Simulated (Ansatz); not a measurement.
Consider a periodic stack without vacuum, germanium (1 1 1) on 4H silicon carbide (0 0 1) (film strained to the substrate, started from cuts of the bulks and a machine-learned relaxation; slabs Si56C56 and Ge32, which can lie off the formulas): substrate slab Si56C56, film Ge32, surface cells [[-3, -1], [-2, -3]] and [[2, -2], [2, 0]], film strained by +0.5 and +0.5 %, outermost planes C/Si and Ge/Ge as cut, which need not be the usual terminations and can put a slab off its formula. Its start:

```yaml
crystal:
  lattice:
    - [8.18619, 0.00000, 0.00136]
    - [4.09309, 7.08945, 0.00289]
    - [-0.28687, -2.01523, 33.18589]
  atoms:
    - { symbol: Si, position: [0.86002, 0.71956, 0.04405] }
    - { symbol: Si, position: [0.41512, 0.88678, 0.04911] }
    - { symbol: Si, position: [0.71559, 0.44209, 0.04550] }
    - { symbol: Si, position: [0.29328, 0.59273, 0.04625] }
    - { symbol: Si, position: [0.57220, 0.14491, 0.04601] }
    - { symbol: Si, position: [0.14790, 0.30694, 0.05165] }
    - { symbol: Si, position: [0.99617, 0.01757, 0.04530] }
    - { symbol: Si, position: [0.83615, 0.77327, 0.19908] }
    - { symbol: Si, position: [0.40964, 0.91376, 0.19934] }
    - { symbol: Si, position: [0.69372, 0.48683, 0.19899] }
    - { symbol: Si, position: [0.26693, 0.62880, 0.19921] }
    - { symbol: Si, position: [0.55305, 0.20112, 0.19937] }
    - { symbol: Si, position: [0.12186, 0.34465, 0.19947] }
    - { symbol: Si, position: [0.97958, 0.05743, 0.19913] }
    - { symbol: Si, position: [0.65908, 0.70170, 0.12222] }
    - { symbol: Si, position: [0.22531, 0.84885, 0.12315] }
    - { symbol: Si, position: [0.51442, 0.41654, 0.12218] }
    - { symbol: Si, position: [0.08488, 0.56607, 0.12344] }
    - { symbol: Si, position: [0.37366, 0.13265, 0.12464] }
    - { symbol: Si, position: [0.94087, 0.27396, 0.12316] }
    - { symbol: Si, position: [0.80030, 0.98632, 0.12208] }
    - { symbol: Si, position: [0.87537, 0.55570, 0.27546] }
    - { symbol: Si, position: [0.44756, 0.69771, 0.27555] }
    - { symbol: Si, position: [0.73385, 0.26971, 0.27553] }
    - { symbol: Si, position: [0.30465, 0.41212, 0.27552] }
    - { symbol: Si, position: [0.59007, 0.98419, 0.27551] }
    - { symbol: Si, position: [0.16182, 0.12629, 0.27545] }
    - { symbol: Si, position: [0.01893, 0.84054, 0.27542] }
    - { symbol: C, position: [0.85128, 0.74323, 0.10214] }
    - { symbol: C, position: [0.41929, 0.89165, 0.10548] }
    - { symbol: C, position: [0.70744, 0.45806, 0.10293] }
    - { symbol: C, position: [0.27903, 0.60541, 0.10349] }
    - { symbol: C, position: [0.56462, 0.17179, 0.10334] }
    - { symbol: C, position: [0.13590, 0.31982, 0.10703] }
    - { symbol: C, position: [0.99028, 0.03166, 0.10292] }
    - { symbol: C, position: [0.82989, 0.78842, 0.25621] }
    - { symbol: C, position: [0.40223, 0.93016, 0.25638] }
    - { symbol: C, position: [0.68742, 0.50237, 0.25612] }
    - { symbol: C, position: [0.25945, 0.64459, 0.25629] }
    - { symbol: C, position: [0.54561, 0.21686, 0.25645] }
    - { symbol: C, position: [0.11569, 0.35959, 0.25646] }
    - { symbol: C, position: [0.97349, 0.07319, 0.25622] }
    - { symbol: C, position: [0.64990, 0.71835, 0.17968] }
    - { symbol: C, position: [0.22007, 0.86230, 0.18033] }
    - { symbol: C, position: [0.50629, 0.43319, 0.17959] }
    - { symbol: C, position: [0.07700, 0.57836, 0.18058] }
    - { symbol: C, position: [0.36403, 0.14804, 0.18136] }
    - { symbol: C, position: [0.93392, 0.29034, 0.18034] }
    - { symbol: C, position: [0.79183, 0.00466, 0.17961] }
    - { symbol: C, position: [0.91878, 0.46912, 0.02767] }
    - { symbol: C, position: [0.48453, 0.63856, 0.02771] }
    - { symbol: C, position: [0.75557, 0.19903, 0.02664] }
    - { symbol: C, position: [0.33927, 0.34728, 0.02994] }
    - { symbol: C, position: [0.62006, 0.90014, 0.02658] }
    - { symbol: C, position: [0.17987, 0.07451, 0.02917] }
    - { symbol: C, position: [0.05245, 0.77028, 0.02717] }
    - { symbol: Si, position: [0.82015, 0.81431, 0.35153] }
    - { symbol: Si, position: [0.39186, 0.95731, 0.35164] }
    - { symbol: Si, position: [0.67721, 0.52876, 0.35176] }
    - { symbol: Si, position: [0.24881, 0.67156, 0.35166] }
    - { symbol: Si, position: [0.53424, 0.24353, 0.35164] }
    - { symbol: Si, position: [0.10561, 0.38584, 0.35161] }
    - { symbol: Si, position: [0.96332, 0.10005, 0.35154] }
    - { symbol: Si, position: [0.80698, 0.85515, 0.50227] }
    - { symbol: Si, position: [0.37801, 0.99802, 0.50331] }
    - { symbol: Si, position: [0.66329, 0.57091, 0.50544] }
    - { symbol: Si, position: [0.23545, 0.71227, 0.50427] }
    - { symbol: Si, position: [0.52130, 0.28406, 0.50317] }
    - { symbol: Si, position: [0.09170, 0.42743, 0.50354] }
    - { symbol: Si, position: [0.94947, 0.14078, 0.50253] }
    - { symbol: Si, position: [0.62239, 0.78727, 0.42799] }
    - { symbol: Si, position: [0.19415, 0.93033, 0.42778] }
    - { symbol: Si, position: [0.47963, 0.50258, 0.42837] }
    - { symbol: Si, position: [0.05152, 0.64463, 0.42775] }
    - { symbol: Si, position: [0.33645, 0.21656, 0.42785] }
    - { symbol: Si, position: [0.90762, 0.35980, 0.42808] }
    - { symbol: Si, position: [0.76519, 0.07348, 0.42729] }
    - { symbol: Si, position: [0.84625, 0.64531, 0.58063] }
    - { symbol: Si, position: [0.41291, 0.78320, 0.58109] }
    - { symbol: Si, position: [0.71044, 0.35030, 0.58043] }
    - { symbol: Si, position: [0.27986, 0.48335, 0.58006] }
    - { symbol: Si, position: [0.56221, 0.06678, 0.57803] }
    - { symbol: Si, position: [0.13276, 0.20934, 0.57786] }
    - { symbol: Si, position: [0.99094, 0.92277, 0.57846] }
    - { symbol: C, position: [0.81487, 0.82946, 0.40861] }
    - { symbol: C, position: [0.38664, 0.97285, 0.40873] }
    - { symbol: C, position: [0.67176, 0.54419, 0.40882] }
    - { symbol: C, position: [0.24404, 0.68681, 0.40874] }
    - { symbol: C, position: [0.52842, 0.25972, 0.40874] }
    - { symbol: C, position: [0.10019, 0.40142, 0.40871] }
    - { symbol: C, position: [0.95810, 0.11608, 0.40863] }
    - { symbol: C, position: [0.80179, 0.87201, 0.55988] }
    - { symbol: C, position: [0.37331, 0.01325, 0.56150] }
    - { symbol: C, position: [0.65747, 0.58845, 0.56420] }
    - { symbol: C, position: [0.23042, 0.72350, 0.56258] }
    - { symbol: C, position: [0.51985, 0.29856, 0.56104] }
    - { symbol: C, position: [0.08442, 0.44422, 0.56161] }
    - { symbol: C, position: [0.94613, 0.15467, 0.56030] }
    - { symbol: C, position: [0.61777, 0.80169, 0.48528] }
    - { symbol: C, position: [0.19007, 0.94443, 0.48505] }
    - { symbol: C, position: [0.47556, 0.51813, 0.48579] }
    - { symbol: C, position: [0.04786, 0.65924, 0.48501] }
    - { symbol: C, position: [0.33183, 0.23156, 0.48518] }
    - { symbol: C, position: [0.90213, 0.37592, 0.48542] }
    - { symbol: C, position: [0.76047, 0.08888, 0.48445] }
    - { symbol: C, position: [0.86959, 0.57094, 0.33257] }
    - { symbol: C, position: [0.44134, 0.71383, 0.33264] }
    - { symbol: C, position: [0.72709, 0.28538, 0.33263] }
    - { symbol: C, position: [0.29813, 0.42824, 0.33262] }
    - { symbol: C, position: [0.58410, 0.99990, 0.33261] }
    - { symbol: C, position: [0.15580, 0.14226, 0.33255] }
    - { symbol: C, position: [0.01279, 0.85657, 0.33255] }
    - { symbol: Ge, position: [0.64494, 0.13385, 0.67190] }
    - { symbol: Ge, position: [0.13691, 0.19678, 0.66830] }
    - { symbol: Ge, position: [0.64286, 0.65151, 0.68055] }
    - { symbol: Ge, position: [0.14576, 0.69882, 0.67691] }
    - { symbol: Ge, position: [0.33090, 0.84579, 0.65147] }
    - { symbol: Ge, position: [0.83176, 0.76941, 0.65010] }
    - { symbol: Ge, position: [0.31488, 0.37194, 0.64912] }
    - { symbol: Ge, position: [0.78424, 0.32252, 0.65074] }
    - { symbol: Ge, position: [0.98743, 0.51512, 0.77273] }
    - { symbol: Ge, position: [0.48010, 0.51175, 0.77423] }
    - { symbol: Ge, position: [0.97942, 0.02801, 0.77238] }
    - { symbol: Ge, position: [0.47215, 0.02735, 0.77332] }
    - { symbol: Ge, position: [0.64910, 0.17431, 0.74765] }
    - { symbol: Ge, position: [0.14910, 0.18256, 0.74461] }
    - { symbol: Ge, position: [0.64739, 0.68077, 0.75470] }
    - { symbol: Ge, position: [0.14899, 0.68640, 0.75130] }
    - { symbol: Ge, position: [0.30478, 0.87996, 0.87120] }
    - { symbol: Ge, position: [0.80335, 0.87721, 0.86748] }
    - { symbol: Ge, position: [0.30402, 0.38039, 0.88095] }
    - { symbol: Ge, position: [0.80123, 0.38621, 0.86774] }
    - { symbol: Ge, position: [0.98703, 0.53346, 0.84683] }
    - { symbol: Ge, position: [0.46478, 0.53743, 0.84840] }
    - { symbol: Ge, position: [0.97422, 0.04148, 0.84679] }
    - { symbol: Ge, position: [0.46604, 0.04948, 0.84785] }
    - { symbol: Ge, position: [0.69024, 0.20711, 0.96796] }
    - { symbol: Ge, position: [0.07476, 0.25618, 0.98026] }
    - { symbol: Ge, position: [0.55825, 0.74520, 0.97979] }
    - { symbol: Ge, position: [0.10235, 0.71742, 0.96776] }
    - { symbol: Ge, position: [0.24820, 0.90473, 0.94469] }
    - { symbol: Ge, position: [0.77780, 0.87909, 0.94151] }
    - { symbol: Ge, position: [0.32830, 0.35666, 0.97015] }
    - { symbol: Ge, position: [0.77605, 0.43138, 0.94138] }
```

The start was prepared with a machine-learned potential, and the result is one local minimum, with the in-plane cell held and forces under 0.04 eV/Å; the film can end far from its bulk form.

Level of theory: PBE (plane waves to 420 eV, PAW; Ansatz, a quantum-chemistry and plane-wave program). Scalar-relativistic, without spin–orbit coupling; PBE gaps are too small against experiment. Its k-point mesh 3×3×1, Fermi–Dirac width 0.05 eV.

Question: Predict the relaxed interface.

Answer: 
- interface area = 58.0 Å²
- period = 33.57 Å
- heights between the nearest atoms of the two slabs at the two interfaces = 2.32 and 1.43 Å
- Ge–Si contacts across the interfaces within 1.22 times the sum of covalent radii = 9, mean 2.60 Å
- C–Ge contacts across the interfaces within 1.22 times the sum of covalent radii = 7, mean 2.14 Å
- two interfaces = unlike, so that offsets are their mean
- spin-polarised check at this geometry = keeps a moment, energy -0.01 eV
- slope of the mean potential energy in the substrate = -3.1 MV/cm × e
